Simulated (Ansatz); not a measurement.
**FeCo: pressure 60 GPa**

Start from FeCo in the CsCl type structure (space group Pm-3m, No. 221; a = 2.8003 Å; ferromagnetic).

Modification: a hydrostatic pressure of 60 GPa.

Computed with PBEsol in Ansatz (plane waves to 420 eV, PAW, no spin-orbit coupling). k-mesh 17×17×17 (Γ-centred); smearing 0.05 eV (Fermi–Dirac).

| quantity | base | changed | shift |
|---|---|---|---|
| density | 8.68 g/cm³ | 10.39 g/cm³ | +1.71 g/cm³ |
| lattice parameter a | 2.800 Å | 2.637 Å | -0.163 Å |
| enthalpy H = E + PV relative to the base's energy | – | +3.72 eV/atom | – |
| band gap | zero | zero | – |
| magnetic state | ferromagnetic | ferromagnetic | – |
| largest site moment | 2.71 μB | 2.42 μB | -0.29 μB |

Final structure:

```xyz
2
Lattice="2.6372 0.0000 0.0000 0.0000 2.6372 0.0000 0.0000 0.0000 2.6372" Properties=species:S:1:pos:R:3 pbc="T T T"
Fe     0.0000     0.0000     0.0000
Co     1.3186     1.3186     1.3186
```

Cost of the whole job for the changed cell (relaxation, final SCF and bands): around 90 core-seconds (rough).

Other magnetic orders, which the real material may have, were not ruled out. Load acts through the strain it causes; cell and atoms are relaxed under it. Whether these cells are dynamically stable was not tested. Competing high-pressure phases were not computed.

Ansatz is an electronic-structure program.
